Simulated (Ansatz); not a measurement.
Cost and result by functional for the adsorption energy of NH3 on the 1x1 (10-10) surface of wurtzite GaN (cut with top plane Ga + N), one in a 2x1 cell, started at the site 'bridge Ga-Ga-Ga-N-N-N (span 3.3 Å)', in Ansatz (plane waves, PAW). Single points on the PBE structure, on one kind of machine; costs are rough ratios of the slab run's core time (references not counted) to the cheapest single point. r2SCAN's cost holds its higher cutoff (500 against 420 eV). Differences are taken against HSE06 for comparison alone: no measured value is at hand, so the table doesn't rank accuracy. HSE06 ran on a coarser k-mesh, which lowers its cost and may carry part of its shift.

Host crystal: wurtzite GaN, with a band gap (PBE, scalar-relativistic without spin-orbit coupling).

Set-up: 36 atoms, 9.3 Å thick at the start under the adsorbate (thin: gaps and levels are the slab's own); mesh 3x4x1; 0.01 eV smearing; dipole correction on; 16 atoms held, the rest relaxed; no symmetry held; no spin, no spin-orbit, no U, no dispersion correction. At the end it is bonded to Ga. In PBE it is, or lies within 0.03 eV of, the lowest of the starts that converged. These notes are the PBE run's. Adsorption energies are against NH3(g). A negative adsorption energy means that the adsorbate is more stable on the surface than in its reference.

| functional | relative cost | adsorption energy (eV) | less HSE06 (eV) |
|---|---|---|---|
| RPBE | 1 | -0.94 | 0.33 |
| r2SCAN | 2 | -1.39 | -0.12 |
| HSE06 | 40 | -1.27 | 0.00 |
| PBE (the relaxed run's value) | – | -1.21 | 0.06 |

The values span 0.45 eV, while the single points' costs differ by a factor of roughly 40. Differences are of unrounded values.

Ansatz is a first-principles code.
